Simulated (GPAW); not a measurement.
A self-consistent single point of SnO (P4/nmm, 4 atoms in the cell) with GPAW.

Method of the run: PBE, GPAW PAW datasets PBE (gpaw-data 1.0.1) (plane waves; GPAW).

```yaml
crystal:
  lattice:
    - [3.79126, 0.00000, 0.00000]
    - [0.00000, 3.79126, 0.00000]
    - [0.00000, 0.00000, 4.82887]
  atoms:
    - { symbol: Sn, position: [0.50000, 0.00000, 0.76200] }
    - { symbol: Sn, position: [0.00000, 0.50000, 0.23800] }
    - { symbol: O, position: [0.50000, 0.50000, 0.00000] }
    - { symbol: O, position: [0.00000, 0.00000, 0.00000] }
```

Reference input (self-consistent single point, DFT PBE, plane waves, GPAW PAW datasets PBE (gpaw-data 1.0.1)): mode = pw; ecut = 900 eV; xc = PBE; kpts = 7 7 6; mesh shift (steps) = 0 0 0; occupations.name = fermi-dirac; occupations.width = 0.02 eV; nbands = -4; convergence.forces = 0.001 eV/Å; convergence.bands = -2; symmetry.symmorphic = false; symmetry.tolerance = 0.0005. This run's input differs from it in these lines:

```diff
@@ -16,3 +16,3 @@
             xc='PBE',
-            kpts={'size': (7, 7, 6), 'gamma': True},
+            kpts={'size': (6, 6, 5), 'gamma': True},
             occupations=FermiDirac(0.02),
```

Output, abridged:

```
     iter     time        total  log10-change:
                         energy   eigst   dens  force
iter:   1 --:--:--   -26.827466   +0.45
iter:   2 --:--:--   -25.793487   -0.57  -1.04
iter:   3 --:--:--   -23.637764   -0.37  -1.10
iter:   4 --:--:--   -23.608093   -1.33  -1.39
iter:   5 --:--:--   -23.619924   -1.57  -1.51
iter:   6 --:--:--   -23.594146   -2.26  -1.99
iter:   7 --:--:--   -23.597792   -1.85  -2.17
iter:   8 --:--:--   -23.588036c  -2.41  -2.15
iter:   9 --:--:--   -23.589414c  -2.47  -2.77
iter:  10 --:--:--   -23.586633c  -3.48  -2.59
iter:  11 --:--:--   -23.586403c  -3.57  -2.94
iter:  12 --:--:--   -23.586074c  -4.43  -3.15
iter:  13 --:--:--   -23.586076c  -5.58  -4.02c
iter:  14 --:--:--   -23.586076c  -6.46  -4.06c
iter:  15 --:--:--   -23.586089c  -5.69  -4.07c
iter:  16 --:--:--   -23.586076c  -5.72  -3.87
iter:  17 --:--:--   -23.586076c  -7.09  -4.36c
iter:  18 --:--:--   -23.586077c  -6.75  -4.40c
iter:  19 --:--:--   -23.586076c  -6.42  -4.38c
iter:  20 --:--:--   -23.586076c  -6.99  -4.58c
iter:  21 --:--:--   -23.586076c  -8.35c -4.88c
iter:  22 --:--:--   -23.586076c  -8.85c -4.91c -3.13c
Converged after 22 iterations.

Dipole moment: (-0.000000, -0.000000, -0.000000) |e|*Ang

Energy contributions relative to reference atoms: (reference = -340103.091216)

Kinetic:        +39.671763
Potential:      -37.682302
External:        +0.000000
XC:             -25.792143
Entropy (-ST):   -0.000493
Local:           +0.216853
SIC:             +0.000000
--------------------------
Free energy:    -23.586322
Extrapolated:   -23.586076

Showing only first 2 kpts
 Kpt  Band  Eigenvalues  Occupancy
  0    18      3.68614    2.00000
  0    19      7.00309    0.77217
  0    20      9.09563    0.00000
  0    21     11.32399    0.00000

  1    18      3.68097    2.00000
  1    19      6.60895    2.00000
  1    20      8.71904    0.00000
  1    21     10.73703    0.00000

Fermi level: 6.99381

No gap
No difference between direct/indirect transitions
Energy (eV): -23.586076

Forces in eV/Ang:
  0 Sn    0.00000    0.00000   -0.44455
  1 Sn    0.00000    0.00000    0.44455
  2 O     0.00000    0.00000    0.00000
  3 O     0.00000    0.00000    0.00000

Stress tensor:
    -0.029327     0.000000     0.000000
     0.000000    -0.029327     0.000000
     0.000000     0.000000    -0.023288
Stress (GPa, Voigt): [-4.6987 -4.6987 -3.7311  0.      0.      0.    ]
```

The run converged in 22 iterations. GPAW prints stress with tension positive. Against the reference run the free energy stays essentially unchanged (within 1 meV/atom) and the largest force goes from 0.424 to 0.445 eV/Å.

At such cutoffs GPAW's stress carries a finite-basis (Pulay) error, which enters relaxed cells too; its log prints stress with tension positive.

The starting cell has typed, rounded lattice constants, without a prior relaxation at this level. Its lattice was rescaled by a random factor within 2.5 % of one. The run gives no clean gap (levels at the Fermi energy touch, overlap or are partly filled at this smearing), which alone does not show that the compound is a metal.

Cost on one core of a shared machine: roughly 50 s.
